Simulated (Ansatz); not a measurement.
TiPt3, response to strain

Start from TiPt₃ in the Cu3Au type structure (space group Pm-3m, No. 221; a = 3.900 Å; relaxed with 0.1 eV smearing).

Strains are applied to the cell and any free atomic positions relax.

The values are results of Kohn–Sham DFT with the PBEsol functional, run in Ansatz (a quantum-chemistry and plane-wave program) with PAW and 420 eV plane waves, no SOC, not measurements.

```json
[
 {"isotropic strain (%)": "0", "pressure (GPa)": "0.0"},
 {"isotropic strain (%)": "0.6", "pressure (GPa)": "-4.6"},
 {"isotropic strain (%)": "1.2", "pressure (GPa)": "-8.7"},
 {"isotropic strain (%)": "1.8", "pressure (GPa)": "-12.4"},
 {"isotropic strain (%)": "2.4", "pressure (GPa)": "?"},
 {"isotropic strain (%)": "3", "pressure (GPa)": "-18.8"}
]
```

Fit P = P₀ − Bδ + Cδ² with δ = (1 + ε)³ − 1 to the rows shown and predict the withheld row.

Least squares on the printed values gives P₀ = 0.0 GPa, B = 260 GPa, C = 626 GPa (largest residual 0.1 GPa); this predicts -15.8 GPa, and the run gives -15.8 GPa, in agreement.

Stability against distortions was not tested. The final runs are not spin-polarised.
